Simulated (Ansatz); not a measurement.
Base system: BeS in the rock salt structure (space group Fm-3m, No. 225; a = 4.629 Å; a hypothetical phase, not in the database extracts checked).

(Cell as relaxed with PBE.)

Levels (all Ansatz, a quantum-chemistry and plane-wave program, PAW): PBE (420 eV, scalar-relativistic without spin-orbit coupling); PBEsol (420 eV, scalar-relativistic without spin-orbit coupling).

Each level relaxes its own structure.

| base | PBE | PBEsol |
|---|---|---|
| volume per atom | 12.40 Å³ | 12.09 Å³ |
| lattice parameter a | 462.9 pm | 459.0 pm |
| band gap | 0.97 eV | 0.95 eV |

Now apply this change: every lattice vector is stretched by 1.45 %, atoms relaxed at fixed cell.

| quantity | PBE | PBEsol |
|---|---|---|
| band gap | 0.95 eV | ? |
| gap character | indirect, K–Γ (58 % along) → X | ? |
| shift of the gap caused by the change | -0.02 eV | ? |
| smallest direct gap | 3.96 eV | ? |
| pressure | -4.28 GPa | ? |

### Question
Predict the PBEsol column.

### Answer

- band gap, PBEsol: 0.93 eV
- gap character, PBEsol: indirect, K–Γ (58 % along) → X
- shift of the gap caused by the change, PBEsol: -0.02 eV
- smallest direct gap, PBEsol: 4.07 eV
- pressure, PBEsol: -4.53 GPa

PBE's band gap lies 0.02 eV above PBEsol's; PBE's smallest direct gap lies 0.11 eV below PBEsol's; PBE's pressure lies 0.25 GPa above PBEsol's; the two agree on the gap character and shift of the gap caused by the change. Neither level is exact; PBEsol is the comparison here, not a measurement.

The cells carry an imposed strain or load. Gaps are Kohn–Sham eigenvalue differences; semilocal functionals usually give less than the measured gap. Whether these cells are dynamically stable was not tested.
